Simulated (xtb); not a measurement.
xtb 6.7.1, GFN2-xTB: Cc1csc(-c2sc(-c3cc4cc5sccc5cc4s3)c3c2OCCO3)c1, 41 atoms. The geometry is a generated start, not checked to be a minimum at this level.

```yaml
run_flags: --grad
method: GFN2-xTB
"--acc": 1 (default)
"--etemp (K)": 300 (default)
basis_functions: 146
valence_electrons: 134
```

One run each on 1 thread. Values of broydamp tried: 0.02, 0.05, 0.1, 0.2, 0.4 (default), 0.6, 0.8, 1.

**Question.** Which value of broydamp needs the fewest SCC iterations, and what happens away from it?

**Answer.** Fewest SCC iterations, within one of each other: 0.2 with 13, 0.4 (default) with 13, 0.6 with 13, 0.8 with 14, 1 with 14. The count rises to 20 at 0.02. All converge to one solution.

| broydamp | SCC iterations | end |
|---|---|---|
| 0.02 | 20 | same solution |
| 0.05 | 18 | same solution |
| 0.1 | 15 | same solution |
| 0.2 | 13 | same solution |
| 0.4 (default) | 13 | same solution |
| 0.6 | 13 | same solution |
| 0.8 | 14 | same solution |
| 1 | 14 | same solution |
